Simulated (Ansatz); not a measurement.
A computed series for CuAu: response to strain

Start from CuAu (space group P4/mmm, No. 123; relaxed with 0.1 eV smearing).

```xyz
2
Lattice="2.8129 0.0000 0.0000 0.0000 2.8129 0.0000 0.0000 0.0000 3.5930" Properties=species:S:1:pos:R:3 pbc="T T T"
Cu     0.0000     0.0000     0.0000
Au     1.4064     1.4064     1.7965
```

Cartesian axes are those of the cell as printed.

Strains are applied to the cell and any free atomic positions relax.

Level of theory: PBEsol in Ansatz (plane waves to 420 eV, PAW, no SOC).

Notes on the quantities. energy relative to the base: free energy F; pressure: mean of the normal stresses, compression positive.

| case | energy relative to the base | pressure | volume per atom |
|---|---|---|---|
| base | 0 meV/atom | 0.0 GPa | 14.21 Å³ |
| uniaxial strain ε_zz = −2.00 % | +3.3 meV/atom | 3.6 GPa | 13.93 Å³ |
| uniaxial strain ε_zz = −1.50 % | +1.9 meV/atom | 2.6 GPa | 14.00 Å³ |
| uniaxial strain ε_zz = −1.00 % | +0.8 meV/atom | [?] | 14.07 Å³ |
| uniaxial strain ε_zz = −0.50 % | +0.2 meV/atom | 0.9 GPa | 14.14 Å³ |
| uniaxial strain ε_zz = +0.50 % | +0.2 meV/atom | -0.8 GPa | 14.29 Å³ |
| uniaxial strain ε_zz = +1.00 % | +0.8 meV/atom | -1.6 GPa | 14.36 Å³ |
| uniaxial strain ε_zz = +1.50 % | +1.8 meV/atom | -2.4 GPa | 14.43 Å³ |
| uniaxial strain ε_zz = +2.00 % | +3.2 meV/atom | -3.2 GPa | 14.50 Å³ |
| uniaxial strain ε_zz = +3.00 % | +7.0 meV/atom | -4.6 GPa | 14.64 Å³ |

Task: What belongs in the blanks?

Result: 
- uniaxial strain ε_zz = −1.00 %, pressure: 1.7 GPa

No phonon test of stability was made. All final runs are without spin polarisation.

Ansatz is a quantum-chemistry and plane-wave program.
